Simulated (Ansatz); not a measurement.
## A computed series for TiTe2: pressure series

Base system: TiTe$_{2}$ in the CdI2 type structure (space group P-3m1, No. 164; a = 3.6970 Å, c = 6.3842 Å; layered, stacked along the Cartesian z axis).

Cell and atoms are relaxed at each pressure.

Computed with Ansatz (a first-principles code) PBE-D3(BJ), no spin-orbit coupling.

Candidates:
(a) pressure 15 GPa
(b) pressure −2 GPa
(c) pressure 75 GPa
(d) pressure 3 GPa
(e) pressure 50 GPa

Before the change:

```
Item       Result
---------  ------
c/a ratio   1.727
```

Order them by c/a ratio, highest first.

(c) pressure 75 GPa (1.828), (e) pressure 50 GPa (1.799), (b) pressure −2 GPa (1.764), (a) pressure 15 GPa (1.736), (d) pressure 3 GPa (1.716)

Load acts through the strain it causes; cell and atoms are relaxed under it. Stability against distortions was not tested. Competing high-pressure phases were not computed. The final runs are not spin-polarised.
